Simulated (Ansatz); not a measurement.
We consider AlPO₄ (P6₃mc, No. 186, 12 atoms in the cell; start mp-545974; a measured phase of this formula has another space group), described by LDA (plane waves, PAW; Ansatz, a program for electronic structure).

Numerical settings: plane-wave cutoff 500 eV, 12×12×6 k mesh (along the axes of the cell as run), gaussian smearing 0.02 eV, scalar-relativistic PAW data made under PBE.

Cell (relaxed at this level):

```cif
data_Al2O8P2
_chemical_formula_sum 'Al2 P2 O8'
_space_group_name_H-M_alt 'P 1'
_space_group_IT_number 1
_cell_length_a 5.27619
_cell_length_b 5.27619
_cell_length_c 8.60541
_cell_angle_alpha 90.000
_cell_angle_beta 90.000
_cell_angle_gamma 120.000
loop_
_space_group_symop_operation_xyz
  'x, y, z'
loop_
_atom_site_label
_atom_site_type_symbol
_atom_site_fract_x
_atom_site_fract_y
_atom_site_fract_z
_atom_site_occupancy
Al1 Al 0.33333 0.66667 0.06175 1
Al2 Al 0.66667 0.33333 0.56175 1
P1 P 0.66667 0.33333 0.93702 1
P2 P 0.33333 0.66667 0.43702 1
O1 O 0.02060 0.51030 0.49569 1
O2 O 0.51030 0.02060 0.99569 1
O3 O 0.48970 0.51030 0.49569 1
O4 O 0.97940 0.48970 0.99569 1
O5 O 0.48970 0.97940 0.49569 1
O6 O 0.51030 0.48970 0.99569 1
O7 O 0.33333 0.66667 0.26093 1
O8 O 0.66667 0.33333 0.76093 1
```

Q: Give the computed band gap.

A: 
- band gap: 5.33 eV (on the SCF k mesh)

Note: the relaxation could not lower the start's symmetry, so the cell can be a saddle point above a distorted one.

It cost roughly 3 core-minutes of CPU time.

A start named mp-… is a Materials Project structure, which need not be a measured phase.
